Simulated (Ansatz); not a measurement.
The starting structures come from a database of crystals and need not be the phases stable at ambient conditions.

By PBEsol, the system below comes out a metal.

Without scattering a metal conducts by its projected Fermi surface.

Given:

```
CELL_PARAMETERS angstrom
      5.56532     0.00000     0.00000
     -2.78266     4.81971     0.00000
      0.00000     0.00000     4.46542
ATOMIC_POSITIONS crystal
  Nb 0.33333 0.66667 0.75000
  Nb 0.66667 0.33333 0.25000
  Ir 0.67271 0.83635 0.25000
  Ir 0.32729 0.16365 0.75000
  Ir 0.83636 0.67271 0.75000
  Ir 0.16365 0.32729 0.25000
  Ir 0.16364 0.83635 0.25000
  Ir 0.83636 0.16365 0.75000
```

Space group of this cell: P6_3/mmc. The cell is taken as given; by PBEsol its mean pressure is -7.7 GPa.

The current flows along the normal of the first two printed cell vectors, the (001) plane of the conventional cell. No spin-orbit coupling; the value is a mean over 0.1 eV about the Fermi level.

Give the ballistic conductance per area that PBEsol (Ansatz, a quantum-chemistry and plane-wave program) yields.

0.67 × 10¹⁵ S/m² for both spins.
